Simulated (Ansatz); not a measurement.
Consider Ga$_{2}$O$_{3}$ in the corundum structure (space group R-3c, No. 167; a = 5.058 Å, c = 13.623 Å (hexagonal axes)). Axes: x lies along a and z along c of the hexagonal cell.

All numbers come from PBE (Ansatz, a first-principles code; PAW; 420 eV plane waves; no spin-orbit coupling).

Strains are applied to the cell and any free atomic positions relax.

One change was made to it. Results:

```json
[
 {"quantity": "band gap", "base": "2.40 eV", "after": "2.11 eV"},
 {"quantity": "smallest direct gap", "base": "2.63 eV", "after": "2.29 eV"},
 {"quantity": "electron mass", "base": "0.21 mₑ (at Γ)", "after": "0.19 mₑ (at Γ)"},
 {"quantity": "energy relative to the base (free energy F)", "base": "0 meV/atom", "after": "+8.8 meV/atom"}
]
```

Task: Which change produced these results?
A) uniaxial strain ε_zz = +2.25 %
B) uniaxial strain ε_zz = +1.50 %
C) uniaxial strain ε_zz = +0.75 %
D) uniaxial strain ε_zz = +3.00 %

Result: D, uniaxial strain ε_zz = +3.00 %. For comparison, the band gap in the other runs: uniaxial strain ε_zz = +0.75 % gives 2.33 eV; uniaxial strain ε_zz = +2.25 % gives 2.19 eV; uniaxial strain ε_zz = +1.50 % gives 2.26 eV.

Masses are band curvatures over ±0.01 Å⁻¹ around the edge. No phonon test of stability was made.
